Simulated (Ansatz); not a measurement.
**Pd under a change: uniaxial strain ε_zz = +2.00 %**

The reference is Pd in the fcc (Cu type) structure (space group Fm-3m, No. 225; a = 3.8414 Å; relaxed with 0.1 eV smearing). Axes: x, y, z lie along the cube axes.

It is then changed as follows: the cell is stretched by 2.00 % along z with no lateral relaxation, atoms relaxed at fixed cell.

Method: Ansatz (a first-principles code), LDA, PAW, cutoff 420 eV, no SOC. Settings: 29×29×29 k-points, 0.1 eV Fermi–Dirac smearing.

```json
[
 {"quantity": "volume per atom", "base": "14.17 Å³", "changed": "14.45 Å³", "shift": "+0.28 Å³"},
 {"quantity": "space group", "base": "Fm-3m (No. 225)", "changed": "I4/mmm (No. 139)", "shift": "–"},
 {"quantity": "shortest interatomic distance", "base": "2.716 Å", "changed": "2.716 Å", "shift": "0.000 Å"},
 {"quantity": "energy relative to the base (free energy F)", "base": "0 meV/atom", "changed": "+4.6 meV/atom", "shift": "+4.6 meV/atom"},
 {"quantity": "pressure (mean of the normal stresses, compression positive)", "base": "0.0 GPa", "changed": "-4.2 GPa", "shift": "-4.2 GPa"},
 {"quantity": "band gap", "base": "zero", "changed": "zero", "shift": "–"},
 {"quantity": "stress (xx, yy, zz, yz, xz, xy; compression positive)", "base": "–", "changed": "(-3.7, -3.7, -5.1, 0.0, 0.0, 0.0) GPa", "shift": "–"}
]
```

Whether these cells are dynamically stable was not tested. All final runs are without spin polarisation. Pd lies near a magnetic instability that expansion can trigger; it was not tested.
